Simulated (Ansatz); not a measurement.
Consider SiO2 (space group P4_12_12, No. 92; a = 5.029 Å, c = 7.011 Å).

The values are results of PBEsol, PAW, 420 eV (Ansatz, a quantum-chemistry and plane-wave program; no spin-orbit coupling), earlier PAW set, not measurements.

Base values:

Valence-band top at Γ: 0.00, -0.28, -0.28 eV
Gap character: direct at Γ
Electron mass: 0.54 mₑ (at Γ)
Pressure: 0.0 kbar

Now apply this change: every lattice vector is shortened by 0.20 %, atoms relaxed at fixed cell.

Question: How does this affect the valence-band top at Γ, gap character, largest internal atomic displacement, electron mass and pressure?

Answer: The valence-band top at Γ (three highest levels, from the VBM) changes from 0.00, -0.28, -0.28 eV to 0.00, -0.29, -0.29 eV; the gap character is still direct at Γ; the largest internal atomic displacement comes out as 0.013 Å; the electron mass is still 0.54 mₑ (at Γ); the pressure (mean of the normal stresses, compression positive) goes from zero to 0.9 kbar.

The cells carry an imposed strain or load. Masses are band curvatures over ±0.01 Å⁻¹ around the edge. Stability against distortions was not tested.
